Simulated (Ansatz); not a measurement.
The parent structure is WSe₂ (space group P6_3/mmc, No. 194; a = 3.2305 Å, c = 12.4111 Å; layered, stacked along the Cartesian z axis). Axes: x lies along a and z along c of the hexagonal cell.

Level of theory: PBEsol-D3(BJ) (Ansatz, a quantum-chemistry and plane-wave program; PAW; 420 eV plane waves; without spin-orbit coupling).

Strains are applied to the cell and any free atomic positions relax; under biaxial strain the out-of-plane vector relaxes too.

One change was made to it. Results:

The pressure (mean of the normal stresses, compression positive) goes from zero to -2.89 GPa; the shortest interatomic distance rises by 0.010 Å to 2.521 Å; the valence-band top at Γ (three highest levels, from the VBM) goes from 0.00, -0.78, -1.48 eV to 0.00, -0.69, -1.32 eV.

Which change produced these results?
A. biaxial strain +3.00 %, plane normal [001], relaxed out of plane
B. biaxial strain +1.20 %, plane normal [001], relaxed out of plane
C. biaxial strain +1.80 %, plane normal [001], relaxed out of plane
D. biaxial strain +2.40 %, plane normal [001], relaxed out of plane

C, biaxial strain +1.80 %, plane normal [001], relaxed out of plane. For comparison, the valence-band top at Γ in the other runs: biaxial strain +3.00 %, plane normal [001], relaxed out of plane gives 0.00, -0.62, -1.20 eV; biaxial strain +2.40 %, plane normal [001], relaxed out of plane gives 0.00, -0.66, -1.26 eV; biaxial strain +1.20 %, plane normal [001], relaxed out of plane gives 0.00, -0.72, -1.37 eV.

With W present, leaving out spin-orbit coupling can change the band edges. The levels and masses belong to the bands next to the band gap. Stability against distortions was not tested.
